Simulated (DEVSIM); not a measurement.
**Si p+/n-/n+ power diode**

Structure: Si p+/n-/n+ power diode, at 350 K.

```tsv
layer (left to right)	material	thickness (μm)	Nd (cm⁻³)	Na (cm⁻³)	τn (s)	τp (s)
1	Si	3.40	-	6.8e18	2e-5	2e-5
2	Si	77.0	1.1e14	-	2e-5	2e-5
3	Si	1.10	2e18	-	2e-5	2e-5
```

Left contact: ohmic. Right contact: ohmic. Voltage is applied to the left contact. Recombination: SRH at mid-gap, Auger. Mobility is μmin + (μ − μmin)/(1 + (N/Nref)^α).

This is a model device: material constants are rounded textbook-type values typed into the input, and sizes, dopings and lifetimes were drawn at random. Values at 300 K; Nc and Nv go as T^1.5, mobilities as T to minus their exponent, the gap by Varshni's rule with the affinity fixed.

```csv
parameter,Si
gap (eV),1.124
affinity (eV),4.05
permittivity,11.7
Nc (cm⁻³),2.86e19
Nv (cm⁻³),3.1e19
μn (cm²/Vs),1417
μp (cm²/Vs),470
"μn,min",52
"μp,min",45
"Nref,n",9.7e16
"Nref,p",2.2e17
αn,0.68
αp,0.72
T exponent of μn,2.3
T exponent of μp,2.2
Cn (cm⁶/s),2.8e-31
Cp (cm⁶/s),9.9e-32
Varshni α (eV/K),0.000473
Varshni β (K),636
```

DEVSIM, 1D drift-diffusion, Boltzmann statistics, complete ionisation; no tunnelling, impact ionisation, image-force lowering or self-heating.

| Item | Result |
|---|---|
| Potential step across the device at zero bias | 0.971 V |
| Dark forward voltage at 1 A/cm² | 0.645 V |
| Dark forward voltage at 100 A/cm² | 0.830 V |

Dark reverse current:

```csv
V (V),J (A/cm²)
-4.00,-9.5e-7
-10.00,-1.5e-6
-20.00,-2.2e-6
-30.00,-2.7e-6
-40.00,-3.2e-6
-60.00,-3.9e-6
-80.00,-4.5e-6
-100.00,-5.1e-6
-130.00,-5.8e-6
-160.00,-6.4e-6
-200.00,-7.2e-6
```

Dark forward current:

(V (V), J (A/cm²)): (0.05, 4.1e-7); (0.10, 2.3e-6); (0.20, 5.6e-5); (0.25, 0.00027); (0.35, 0.0034); (0.40, 0.0085); (0.50, 0.049); (0.55, 0.13); (0.65, 1.1); (0.70, 4.0); (0.80, 49); (0.85, 160); (0.95, 1100); (1.00, 2100)
